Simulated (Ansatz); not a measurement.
Consider ZrSe2 in the CdI2 type structure (space group P-3m1, No. 164; a = 3.660 Å, c = 5.841 Å; layered, stacked along the Cartesian z axis; relaxed with 0.1 eV smearing). Axes: x lies along a and z along c of the hexagonal cell.

All numbers come from PBEsol-D3(BJ) (Ansatz, a program for electronic structure, PAW, no spin-orbit coupling).

Strains are applied to the cell and any free atomic positions relax; under biaxial strain the out-of-plane vector relaxes too.

One change was made to it. Results:

| quantity | base | after |
|---|---|---|
| volume per atom | 22.59 Å³ | 23.67 Å³ |
| pressure (mean of the normal stresses, compression positive) | 0.0 GPa | -2.4 GPa |

### Question
Which change produced these results?
A. biaxial strain +3.00 %, plane normal [001], relaxed out of plane
B. biaxial strain +2.50 %, plane normal [001], relaxed out of plane
C. biaxial strain −2.50 %, plane normal [001], relaxed out of plane
D. biaxial strain +0.50 %, plane normal [001], relaxed out of plane

### Answer
A, biaxial strain +3.00 %, plane normal [001], relaxed out of plane. For comparison, the volume per atom in the other runs: biaxial strain +2.50 %, plane normal [001], relaxed out of plane gives 23.49 Å³; biaxial strain +0.50 %, plane normal [001], relaxed out of plane gives 22.77 Å³; biaxial strain −2.50 %, plane normal [001], relaxed out of plane gives 21.69 Å³.

Whether these cells are dynamically stable was not tested. All final runs are without spin polarisation.
